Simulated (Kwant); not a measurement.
## In0.53Ga0.47As/InP stack with 2 barriers

Device: In0.53Ga0.47As/InP stack with 2 barriers. One parabolic valley. Leads of mass 0.041 mₑ with the band edge at 0; grid 0.1 nm; bias swept from 0.01 to 0.375 V, dropping linearly over the stack. Emitter Fermi level 0.032 eV, 77 K, equal in the collector.

| layer | thickness (nm) | band offset (eV) | mass (mₑ) |
|---|---|---|---|
| 1 | 2.5 | 0.25 | 0.08 |
| 2 | 6.4 | 0 | 0.041 |
| 3 | 3.1 | 0.25 | 0.08 |

The device is made up for the run: typed textbook-type constants, with dimensions and the other settings drawn at random.

Model: one-band effective-mass tight-binding model in one dimension, coherent, no space charge, current by the Tsu-Esaki formula (Kwant).

```tsv
bias (V)	J (A/cm²)
0.01000	467
0.02259	1310
0.03517	2940
0.04776	6270
0.06035	12800
0.07293	23900
0.08552	39400
0.09810	56500
0.1107	69600
0.1233	69400
0.1359	32400
0.1484	8820
0.1610	5170
0.1736	3800
0.1862	3130
0.1988	2750
0.2114	2530
0.2240	2420
0.2366	2370
0.2491	2380
0.2617	2440
0.2743	2540
0.2869	2690
0.2995	2890
0.3121	3150
0.3247	3470
0.3372	3880
0.3498	4390
0.3624	5040
0.3750	5850
```
